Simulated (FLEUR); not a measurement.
# Equation of state of rock-salt MgSe (space group 225): energy against volume (FLEUR, PBE)

```
CELL_PARAMETERS angstrom
      0.00000     2.68146     2.68146
      2.68146     0.00000     2.68146
      2.68146     2.68146     0.00000
ATOMIC_POSITIONS crystal
  Mg 0.00000 0.00000 0.00000
  Se 0.50000 0.50000 0.50000
```

Method of the run: PBE, all-electron FLAPW (FLEUR), scalar-relativistic valence (FLEUR). Settings: Kmax = 4.9 1/bohr; GmaxXC = 19.6 1/bohr; xcFunctional = pbe; jspins = 1; l_soc = F; mode = hist; fermiSmearingEnergy = 0.00036749 Htr; mesh (inpgen div1-3) = 10 10 10; inpgen gamma flag = true; Gmax = 19.6 1/bohr; numbands = 0; maxIterBroyd = 25; imix = Anderson; alpha = 0.05; precondParam = 0; minDistance = 1e-05 me/bohr^3. The cell above is the first row's. The rows scale it uniformly. In all rows fractional positions and the k mesh are held. E is the free energy at the stated smearing, counted from the lowest row.

```csv
V (Å^3/atom),E (meV/atom)
19.280,?
19.699,18.54
20.119,8.51
20.538,2.47
20.957,0.00
21.376,0.78
21.795,4.48
22.214,10.80
22.633,19.51
```

### Question
Fit E against V with the third-order Birch-Murnaghan form, a cubic in V^(-2/3), and predict the withheld value at V = 19.280.

### Answer
With u = V^(-2/3) - 0.131, the rows have u = 0.006100, 0.004185, 0.002340, 0.000557, -0.001168, -0.002837, -0.004454, -0.006021. Least squares gives E = -0.080 - 130.7·u + 520287·u² + 262643·u³. Residuals (row less fit): -0.002, 0.005, 0.004, -0.009, -0.002, 0.008, 0.000, -0.001; standard error 0.007 (degrees of freedom: 4). Its minimum lies at u = 0.000126, so V0 = (0.131126)^(-3/2) = 21.06. There d²E/du² = 1041000 and d³E/du³ = 1576000, so B0 = (4/9) × 21.06^(-7/3) × 1041000 × 0.160218 = 60.5 GPa (the last factor turns the table's units into GPa), and B0' = 4 + (2/3) × 0.131126 × (1576000)/1041000 = 4.1. At the withheld row, u = 0.008079, so E = -0.080 - 130.7 × 0.008079 + 520287 × 0.008079² + 262643 × 0.008079³ = 32.962 meV/atom. The calculation gives 32.97 meV/atom, 0.008 meV/atom above the prediction (under 0.05 % of the range of E in the table). The row lies outside the fitted rows, so this is an extrapolation. From the scatter of the fitted rows alone, a prediction at this place has a standard error of 0.020 meV/atom, so the miss is 0.4 times that.

Carrying the step between the two nearest rows on in a straight line would have given 28.55, off by 4.42; series whose last step already gives the withheld value aren't shown. The scan was laid around a cell of about the measured size, scaled by a guess for this functional. This is one of several polymorphs. The runs keep the symmetry of the cell, so they don't test it for distortions. Values depend on the basis (sphere radii, cutoffs, local orbitals), which need not be converged. Cutoffs and mesh are single choices, not tested for convergence of this quantity. Series with a scatter that would blur these digits, or in which a gap closes, are not shown. Nor are scans whose minimum lies at an end fitted in this form.
